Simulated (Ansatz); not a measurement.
Output of an Ansatz run (abridged):

```
WARN ansatz: RAYON_NUM_THREADS=1 ignored (pool sized by the plan → 1); use --threads N
Pseudopotentials: kind: paw
Pseudopotential: Mg, paw, valence charge 10
Pseudopotential: Pd, paw, valence charge 18
Crystal: 4 atoms, lattice volume = 62.323 Å³
Basis set: ecut = 420.4159175005146 eV, 1213 PW (Γ), exchange–correlation on 54×54×54 points (8 copies of the dense FFT grid, shifted against one another)
Bands: 39, of which v1, the nominal top of the filled ones, is band 32 counted from 1 (31 counted from 0)
Symmetry: 48 space group operations
Space group: Pm-3m (ITA 221), of the structure as read, at distance tolerance 4.0e-5 Å
k-points: 20 of 343
PAW frozen core: Mg, regenerated for the run's functional, and the local potential with it
PAW frozen core: Pd, regenerated for the run's functional, and the local potential with it
Initial density: superposition of atomic densities (neutral atoms: chi_scale 0, normalization atom), corrected by the library's trained network
Initial wavefunctions: pseudopotential atomic-orbital guess
Eigensolver: davidson
Functional: x = pbesol(κ = 0.804, μ = 0.12345679012345678), c = pbesol(β = 0.046)
SCF iter   1: F=—  HF=-22633.855786 eV  |F-HF|=—  |Δ(HF+E_count)|=         —  Δρ=1.08e-2  dr2=7.34e-2  ethr=1.77e-3  ⟨swp⟩=5.3  Hψ=2959  notcnv=0  defer=3
all-band conjugate gradients solve this SCF's bands
preconditioner: auto → Kerker (q_TF=auto, 2.740 Å⁻¹)
SCF iter   2: F=—  HF=-22633.842510 eV  |F-HF|=—  |Δ(HF+E_count)|=   1.33e-2  Δρ=4.40e-3  dr2=1.27e-2  ethr=1.15e-4  ⟨swp⟩=1.1  Hψ=941  notcnv=0  defer=7
SCF iter   3: F=—  HF=-22633.839680 eV  |F-HF|=—  |Δ(HF+E_count)|=   2.83e-3  Δρ=9.41e-4  dr2=7.40e-4  ethr=1.99e-5  ⟨swp⟩=2.1  Hψ=943  notcnv=0  defer=7
SCF iter   4: F=—  HF=-22633.839501 eV  |F-HF|=—  |Δ(HF+E_count)|=   1.79e-4  Δρ=2.52e-4  dr2=7.17e-5  ethr=1.16e-6  ⟨swp⟩=1.9  Hψ=902  notcnv=0  defer=7
SCF iter   5: F=—  HF=-22633.839502 eV  |F-HF|=—  |Δ(HF+E_count)|=   8.98e-7  Δρ=8.04e-5  dr2=4.73e-6  ethr=1.12e-7  ⟨swp⟩=2.2  Hψ=1073  notcnv=0  defer=7
SCF iter   6: F=—  HF=-22633.839501 eV  |F-HF|=—  |Δ(HF+E_count)|=   1.35e-6  Δρ=2.09e-5  dr2=2.59e-7  ethr=7.39e-9  ⟨swp⟩=2.1  Hψ=1106  notcnv=0  defer=7
SCF iter   7: F=-22633.839501 eV  HF=-22633.839501 eV  |F-HF|=1.10e-8  |Δ(HF+E_count)|=   4.68e-8  Δρ=5.10e-6  dr2=1.26e-8  ethr=1.56e-10  ⟨swp⟩=6.7  Hψ=2995  notcnv=0
SCF 1 converged in 7 iterations: F = -22633.839501 eV  dr2 = 1.26e-8
SCF converged after 7 iterations
Free energy (F): -22633.839501 eV
Harris-Foulkes:  -22633.839501 eV  (|F-HF|=1.10e-8)
Internal energy: -22633.718123 eV  (E = F + TS)
E sigma→0 (E₀):  -22633.778812 eV
Entropy (-TS):   -0.121378 eV (-30.344 meV/atom)
Fermi energy:    15.821880 eV
--- Per-component energies (eV) ---
  E_band       = -860.696160
  E_kinetic    = 1618.730791
  E_local      = -7287.429027  (includes V_loc(G=0)·N_el)
  E_nonlocal   = 753.414629
  E_hartree    = 2871.365166
  E_xc         = -532.167639
  E_vxc        = -671.266759  (∫ρ·V_xc dr)
  E_paw        = -11336.345024  (= ΣΔE_a)
  E_vpaw       = -1016.870759  (= ΣTr[D̂ρ^β])
  E_aug_tail   = 0.000628  (compensation charges beyond the density's cutoff)
  E_ewald      = -8722.254082
  E_core_change = 0.966435  (= ΣΔE_core)
  E_smearing   = -0.121378  (= −TS)
  E_closure    = 0.000000  (closes the sum)
  Σ components = -22633.839501   (vs F -22633.839501, Δ=0.00e0)
--- Forces (eV/Å), atoms counted from 1 ---
  atom   1  Mg    -0.00000000    -0.00000000    -0.00000000
   [... zero for the other atoms too ...]
  max |Σ_I F_I| component: 2.09e-28 eV/Å
--- Stress (GPa, compression-positive) ---
       -5.970851       0.000000       0.000000
        0.000000      -5.970851       0.000000
        0.000000       0.000000      -5.970851
  P = ⅓ Tr σ = -5.9709 GPa (-59.709 kbar)
  The stress holds the Pulay correction. Without it, at fixed plane waves, as pw.x and ABINIT print it: P = -6.0049 GPa
--- Band table (eV; the first three rows and the last of 20) ---
  k-point 0: bands = ["-68.0396", "-67.9967", "-67.9967", "-58.5693", "-33.8861", "-33.8861", "-33.8861", "-33.7564", "-33.7564", "-33.7564", "-33.6526", "-33.6526", "-33.6526", "-25.5160", "-25.5160", "-25.5160", "8.7258", "10.7950", "11.6600", [...]
  k-point 1: bands = ["-68.0377", "-67.9986", "-67.9967", "-58.5693", "-33.8796", "-33.8796", "-33.8755", "-33.7582", "-33.7582", "-33.7569", "-33.6643", "-33.6574", "-33.6574", "-25.5164", "-25.5160", "-25.5160", "8.9508", "10.9273", "11.7155", [...]
  k-point 2: bands = ["-68.0326", "-68.0036", "-67.9967", "-58.5693", "-33.8630", "-33.8630", "-33.8457", "-33.7640", "-33.7640", "-33.7578", "-33.6964", "-33.6683", "-33.6683", "-25.5174", "-25.5163", "-25.5163", "9.5914", "11.2662", "11.7056", [...]
  k-point 19: bands = ["-68.0123", "-68.0101", "-68.0101", "-58.5693", "-33.9351", "-33.8695", "-33.8688", "-33.8688", "-33.6832", "-33.6832", "-33.6810", "-33.6563", "-33.6563", "-25.5169", "-25.5167", "-25.5167", "10.7996", "11.4370", "11.5942", [...]
```

The structure:

```
CELL_PARAMETERS angstrom
      3.96476     0.00000     0.00000
      0.00000     3.96476     0.00000
      0.00000     0.00000     3.96476
ATOMIC_POSITIONS crystal
  Mg 0.00000 0.00000 0.00000
  Pd 0.00000 0.50000 0.50000
  Pd 0.50000 0.00000 0.50000
  Pd 0.50000 0.50000 0.00000
```

### Question
Reconstruct the input of this run.

### Answer
Other spellings and defaults could give the same log, and not every line can be read from it. The input that was run (DFT, PBEsol, plane waves, default PAW files made with PBE):

Ansatz 0.2 input:
```yaml
# MgPd3
crystal:
  lattice:
    - [3.964763, 0.000000, 0.000000]
    - [0.000000, 3.964763, 0.000000]
    - [0.000000, 0.000000, 3.964763]
  atoms:
    - { symbol: Mg, position: [0.000000, 0.000000, 0.000000] }
    - { symbol: Pd, position: [0.000000, 0.500000, 0.500000] }
    - { symbol: Pd, position: [0.500000, 0.000000, 0.500000] }
    - { symbol: Pd, position: [0.500000, 0.500000, 0.000000] }
basis:
  ecutwfc: 30.9 Ry
kpoints:
  mp_grid: { grid: [7, 7, 7] }
hamiltonian:
  xc: pbesol
  pseudopotentials: { kind: paw }
scf:
  occupations: { method: fermi_dirac, width: 0.0073 Ry }
output:
  forces: true
  eigenvalues: true
  stress: true
```

The starting cell comes from a database of computed structures (which also holds hypothetical and non-ambient phases and stackings), without a prior relaxation at this level. Its lattice was rescaled by a random factor within 2.5 % of one. Spin polarisation is off. With a pressure of about -6 GPa the cell is away from its equilibrium volume at this level. Ansatz's pressure includes its estimate of the finite-basis (Pulay) stress.

Ansatz is a first-principles code.
